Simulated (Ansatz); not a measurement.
Cost and result by functional for the surface energy of the (30-32) surface of hcp Zr in its 1x1 cell, outermost plane spacing 0.88 Å in the ideal cut, in Ansatz (plane waves, PAW). Single points on the PBE structure, on one kind of machine; costs are rough ratios of the slab run's core time (references not counted) to the cheapest single point. r2SCAN's cost holds its higher cutoff (500 against 420 eV). Differences are taken against r2SCAN for comparison alone: no measured value is at hand, so the table doesn't rank accuracy.

Model: 24-atom slab, 9.7 Å thick at the start (thin: gaps and levels are the slab's own), 12x3x1 mesh, Fermi-Dirac 0.1 eV, dipole correction, all atoms relaxed; held to the start's symmetry, so lower structures may exist; no spin, no spin-orbit, no U. These notes are the PBE run's.

| functional | relative cost | surface energy (J/m²) | less r2SCAN (J/m²) |
|---|---|---|---|
| LDA | 1 | 1.82 | 0.05 |
| PBEsol | 1 | 1.78 | 0.01 |
| RPBE | 1 | 1.52 | -0.25 |
| r2SCAN | 2 | 1.78 | 0.00 |
| PBE (the relaxed run's value) | – | 1.63 | -0.14 |

The values span 0.30 J/m², while the single points' costs differ by a factor of roughly 2. Differences are of unrounded values.

Ansatz is a quantum-chemistry and plane-wave program.
